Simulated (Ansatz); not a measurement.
Ansatz (a quantum-chemistry and plane-wave program) run on HfCd (P4/nmm, 4 atoms in the cell): zone-centre phonon calculation.

Method of the run: LDA (PW92), default PAW files made with PBE (plane waves; Ansatz).

```yaml
crystal:
  lattice:
    - [3.03202, 0.00000, 0.00000]
    - [0.00000, 3.03202, 0.00000]
    - [0.00000, 0.00000, 9.11665]
  atoms:
    - { symbol: Hf, position: [0.00000, 0.50000, 0.88164] }
    - { symbol: Hf, position: [0.50000, 0.00000, 0.11836] }
    - { symbol: Cd, position: [0.00000, 0.50000, 0.37747] }
    - { symbol: Cd, position: [0.50000, 0.00000, 0.62253] }
```

Reference input (self-consistent single point, DFT, LDA (PW92), plane waves, default PAW files made with PBE): basis.ecutwfc = 420 eV; kpoints.mp_grid.grid = 11 11 4; hamiltonian.xc = lda; hamiltonian.pseudopotentials = {kind: paw} (the program's default PAW files); scf.occupations.method = fermi_dirac; scf.occupations.width = 0.1 eV. This run's input differs from it in these lines:

Ansatz 0.2 input:
```diff
@@ -14,3 +14,3 @@
 kpoints:
-  mp_grid: { grid: [11, 11, 4] }
+  mp_grid: { grid: [13, 13, 5] }
 hamiltonian:
@@ -20,6 +20,4 @@
   occupations: { method: fermi_dirac, width: 0.1 eV }
-output:
-  forces: true
-  eigenvalues: true
-  stress: true
+phonons:
+  method: dfpt
```

Output, abridged:

```
SCF iter   1: F=—  HF=-47189.985780 eV  |F-HF|=—  |Δ(HF+E_count)|=         —  Δρ=1.00e-2  dr2=9.43e-2  ethr=1.77e-3  ⟨swp⟩=5.8  Hψ=25722  notcnv=0  defer=38
all-band conjugate gradients solve this SCF's bands
preconditioner: auto → Kerker (q_TF=auto, 2.771 Å⁻¹)
SCF iter   2: F=—  HF=-47189.967364 eV  |F-HF|=—  |Δ(HF+E_count)|=   1.84e-2  Δρ=3.95e-3  dr2=1.59e-2  ethr=1.03e-4  ⟨swp⟩=2.0  Hψ=11063  notcnv=0  defer=44
   [... lines left out ...]
SCF iter   9: F=—  HF=-47189.964370 eV  |F-HF|=—  |Δ(HF+E_count)|=   9.14e-9  Δρ=1.68e-6  dr2=5.61e-9  ethr=5.79e-11  ⟨swp⟩=1.5  Hψ=8781  notcnv=0  defer=46
SCF iter  10: F=—  HF=-47189.964370 eV  |F-HF|=—  |Δ(HF+E_count)|=   2.21e-9  Δρ=3.76e-7  dr2=3.83e-10  ethr=6.10e-12  ⟨swp⟩=2.0  Hψ=13137  notcnv=0  defer=46
SCF iter  11: F=—  HF=-47189.964370 eV  |F-HF|=—  |Δ(HF+E_count)|=  7.28e-11  Δρ=8.16e-8  dr2=1.67e-11  ethr=1.00e-12  ⟨swp⟩=1.7  Hψ=10990  notcnv=0  defer=46
SCF iter  12: F=-47189.964370 eV  HF=-47189.964370 eV  |F-HF|=7.28e-12  |Δ(HF+E_count)|=  1.46e-11  Δρ=3.76e-8  dr2=2.91e-12  ethr=1.00e-12  ⟨swp⟩=9.3  Hψ=38958  notcnv=0
SCF 1 converged in 12 iterations: F = -47189.964370 eV  dr2 = 2.91e-12
DFPT response loops at Γ: preconditioner auto → Kerker (q_TF=auto, 2.771 Å⁻¹) (partly filled bands, converged f_vac=0.000) …
Free energy (F): -47189.964370 eV
Internal energy: -47189.890665 eV  (E = F + TS)
E sigma→0 (E₀):  -47189.927517 eV
Entropy (-TS):   -0.073705 eV (-18.426 meV/atom)
Fermi energy:    17.766603 eV
--- Phonons (Γ-DFPT): 4 representative perturbations + reference, on 147 of 845 k-points (Σ response iterations 15) ---
  k mesh reduced under 4 symmetry operations, with k and −k counted as one. Each operation leaves every solved displacement unchanged or reverses it
  ASR residual: 3.894e-4 → 0.000e0 eV/Å²; symmetrization residual: 2.808e-5 eV/Å²
  ASR residual per site (eV/Å²): 3.89e-4 3.89e-4 4.32e-5 4.32e-5
  Γ frequencies (cm⁻¹): 0.00 0.00 0.00 59.66 59.66 65.39 65.39 100.15 100.57 100.57 112.10 142.68
  non-analytic LO–TO correction: not included (Born effective charges unavailable; polar crystals: no LO–TO splitting at Γ)
```

The run converged in 12 iterations. 

Summary of the result:
Free energy E − TS (on the zero of these files): -47189.9644 eV
Fermi level (on the code's own zero): 17.77 eV
Zone-centre frequencies (cm⁻¹; negative means imaginary): 0, 0, 0, 60, 60, 65, 65, 100, 101, 101, 112, 143

The starting cell comes from a database of computed structures (which also holds hypothetical and non-ambient phases and stackings), without a prior relaxation at this level. Its lattice was rescaled by up to half a per cent.

Cost on one core of a shared machine: roughly 6 min.
